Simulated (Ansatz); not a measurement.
Take WSi$_{2}$ (space group I4/mmm, No. 139; a = 3.2114 Å, c = 7.8048 Å; relaxed with 0.1 eV smearing) as the base. Axes: x, y, z lie along a, b, c of the conventional cell.

All numbers come from r2SCAN (Ansatz, a program for electronic structure; PAW; 500 eV plane waves; scalar-relativistic without spin-orbit coupling).

Strains are applied to the cell and any free atomic positions relax; under biaxial strain the out-of-plane vector relaxes too.

One change was made to it. Results:

The pressure (mean of the normal stresses, compression positive) goes from zero to 11.1 GPa; the band gap is still zero.

### Question
What was done to the base?
(A) biaxial strain −3.84 %, plane normal [001], relaxed out of plane
(B) uniaxial strain ε_yy = −0.13 %
(C) tensor shear ε_xy = +0.62 %
(D) isotropic strain −1.42 %
(E) biaxial strain −2.28 %, plane normal [001], relaxed out of plane

### Answer
D, isotropic strain −1.42 %. For comparison, the pressure in the other runs: biaxial strain −3.84 %, plane normal [001], relaxed out of plane gives 15.7 GPa; uniaxial strain ε_yy = −0.13 % gives 0.3 GPa; tensor shear ε_xy = +0.62 % gives 0.0 GPa; biaxial strain −2.28 %, plane normal [001], relaxed out of plane gives 8.9 GPa.

Stability against distortions was not tested. The final runs are not spin-polarised.
